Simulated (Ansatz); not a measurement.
**Ni, pressure series**

Consider Ni in the fcc (Cu type) structure (space group Fm-3m, No. 225; a = 3.518 Å; ferromagnetic).

Cell and atoms are relaxed at each pressure.

Computed with Ansatz (a first-principles code) PBE, no SOC.

Notes on the quantities. enthalpy: H = E + PV relative to the base's energy.

```csv
variant,enthalpy,shortest interatomic distance,largest site moment
base,–,2.488 Å,0.67 μB
pressure −2 GPa,-0.14 eV/atom,2.496 Å,0.67 μB
pressure −1 GPa,-0.07 eV/atom,2.492 Å,0.67 μB
pressure 1.8 GPa,+0.12 eV/atom,2.481 Å,0.66 μB
pressure 4.2 GPa,+0.28 eV/atom,2.471 Å,0.66 μB
pressure 9 GPa,+0.60 eV/atom,2.454 Å,0.65 μB
pressure 18 GPa,+1.18 eV/atom,2.426 Å,0.64 μB
pressure 30 GPa,+1.92 eV/atom,2.395 Å,0.64 μB
pressure 45 GPa,+2.81 eV/atom,2.363 Å,0.63 μB
pressure 60 GPa,+3.66 eV/atom,2.335 Å,0.62 μB
```

The magnetic state is the one reached from the starting moments; the real material's order can differ, and small cells can't hold many antiferromagnetic ones. Load acts through the strain it causes; cell and atoms are relaxed under it. No phonon test of stability was made. Competing high-pressure phases were not computed.
